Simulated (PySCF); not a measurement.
PySCF 2.14.0, unrestricted TPSSH/def2-svpd, df: W(O)(Cl)4 cation ([O]=[W]([Cl])([Cl])([Cl])[Cl]), charge +1, multiplicity 2, 6 atoms. The geometry is a generated start, not checked to be a minimum at this level.

```
Property                                             Value
-------------------------  -------------------------------
task                                                energy
method                                               tpssh
basis                                            def2-svpd
two-electron scheme                        density fitting
mol.max_memory                                     3000 MB
mf.max_cycle                                           100
mf.conv_tol                                1e-09 (default)
mf.grids.level                                 3 (default)
effective core potentials  those of the basis set, past Kr
basis functions                                        166
grid points                                         113912
```

```xyz
6

W      0.1164    -0.0385    -0.0637
O      1.5302    -0.4845    -0.8341
Cl     0.4122    -0.5310     2.1293
Cl    -1.2290     0.7886    -1.6878
Cl    -1.2372    -1.8554    -0.1058
Cl     0.4074     2.1207     0.5622
```

Charge 1 and multiplicity 2 are set for this test and not shown to be the ground state.

With the defaults (mf.DIIS = CDIIS, mf.diis_space = 8, mf.level_shift = 0, mf.diis = true, mf.init_guess = minao, mf.diis_damp = 0) it converges in 17 Fock builds. One run each on 2 threads, 1 BLAS thread, with these changes:
- mf.init_guess = mod_huckel
- mf.diis_damp = 0.3
- mf.DIIS = EDIIS
- mf.diis_space = 12
- mf.diis_space = 5
- mf.init_guess = 1e
- mf.diis_space = 3
- mf.diis = false
- mf.level_shift = 1 Hartree

Question: Name the settings that don't reach the solution of the defaults.

Answer: No convergence: mf.DIIS = EDIIS; mf.diis_space = 3; mf.level_shift = 1 Hartree; mf.diis = false (the run ends without SCF convergence in 100 cycles). The rest reach the solution of the defaults.

```tsv
setting	Fock builds	end
mf.diis_damp = 0.3	16	same solution
the defaults	17	same solution
mf.diis_space = 12	17	same solution
mf.diis_space = 5	19	same solution
mf.init_guess = 1e	26	same solution
mf.init_guess = mod_huckel	49	same solution
mf.level_shift = 1 Hartree	44	no convergence
mf.DIIS = EDIIS	101	no convergence
mf.diis_space = 3	101	no convergence
mf.diis = false	101	no convergence
```
